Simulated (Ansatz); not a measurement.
## Response to strain in KTaO3

Consider KTaO3 in the cubic perovskite structure (space group Pm-3m, No. 221).

```xyz
5
Lattice="4.0244 0.0000 0.0000 0.0000 4.0244 0.0000 0.0000 0.0000 4.0244" Properties=species:S:1:pos:R:3 pbc="T T T"
K      0.0000     0.0000     0.0000
Ta     2.0122     2.0122     2.0122
O      2.0122     0.0000     2.0122
O      0.0000     2.0122     2.0122
O      2.0122     2.0122     0.0000
```

Strains are applied to the cell and any free atomic positions relax.

All numbers come from PBE (Ansatz, an electronic-structure program; PAW; 420 eV plane waves; without spin-orbit coupling).

```tsv
isotropic strain (%)	pressure (GPa)
-3	21.1
-2.4	16.1
-1.8	11.6
-1.2	7.4
-0.6	?
0	0.0
```

Problem. Fit P = P₀ − Bδ + Cδ² with δ = (1 + ε)³ − 1 to the rows shown and predict the withheld row.

Solution. Least squares on the printed values gives P₀ = 0.0 GPa, B = 183 GPa, C = 663 GPa (largest residual 0.1 GPa); this predicts 3.5 GPa, and the run gives 3.5 GPa, in agreement.

Stability against distortions was not tested.
